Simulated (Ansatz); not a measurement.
CuI (Cmcm, No. 63, 4 atoms in the cell; start mp-1007922; a measured phase of this formula has another space group), treated with r²SCAN in Ansatz (plane waves, PAW).

Run with plane-wave cutoff 560 eV, 6×6×8 k mesh (along the axes of the cell as run), Fermi–Dirac smearing 0.01 eV, no spin polarisation, scalar-relativistic PAW data made under PBE.

Cell (relaxed at this level):

```yaml
crystal:
  lattice:
    - [3.78650, -3.73160, 0.00000]
    - [3.78650, 3.73160, 0.00000]
    - [0.00000, 0.00000, 4.30161]
  atoms:
    - { symbol: Cu, position: [0.41978, 0.58022, 0.75000] }
    - { symbol: Cu, position: [0.58022, 0.41978, 0.25000] }
    - { symbol: I, position: [0.76837, 0.23163, 0.75000] }
    - { symbol: I, position: [0.23163, 0.76837, 0.25000] }
```

Estimate the band gap that the calculation returns.


band gap: 1.40 eV

Note: the cell has widely spaced layers and the level no dispersion term, so their spacing and the moduli can rest on weak binding.

Spin–orbit coupling is not included; with these elements it can move the gap by several tenths of an eV or more.

The computed numbers hold no vibrational or temperature effects.

Cost on a shared machine: roughly 70 core-seconds.

A start named mp-… is a Materials Project structure, which need not be a measured phase.

Ansatz is a first-principles code.
